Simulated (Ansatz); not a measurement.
Start from LaN in the zinc blende structure (space group F-43m, No. 216; a = 5.546 Å; a hypothetical phase, not in the database extracts checked).

One thing is altered: an isotropic linear strain of −4.23 %, atoms relaxed at fixed cell.

Levels (all Ansatz, a program for electronic structure, PAW): PBEsol (420 eV, no spin-orbit coupling); PBEsol+SOC (420 eV, noncollinear with spin-orbit coupling).

The geometry is relaxed with PBEsol.

| Property | Value |
|---|---|
| PBEsol pressure | 14.98 GPa |
| PBEsol band gap | 1.07 eV |
| PBEsol width of the top valence band | 2.66 eV |
| PBEsol electron mass | 0.40 mₑ (at Γ) |

### Question
How does going to PBEsol+SOC change the pressure, band gap, width of the top valence band and electron mass?

### Answer
The pressure decreases by 0.09 GPa to 14.89 GPa; the band gap decreases by 0.12 eV to 0.95 eV; the width of the top valence band grows by 0.12 eV (2.66 eV → 2.78 eV); the electron mass is still 0.40 mₑ (at Γ).

Single points use the geometry relaxed with PBEsol. The spin-orbit shifts are approximate. Effective masses come from finite differences of ±0.01 Å⁻¹. No phonon test of stability was made.
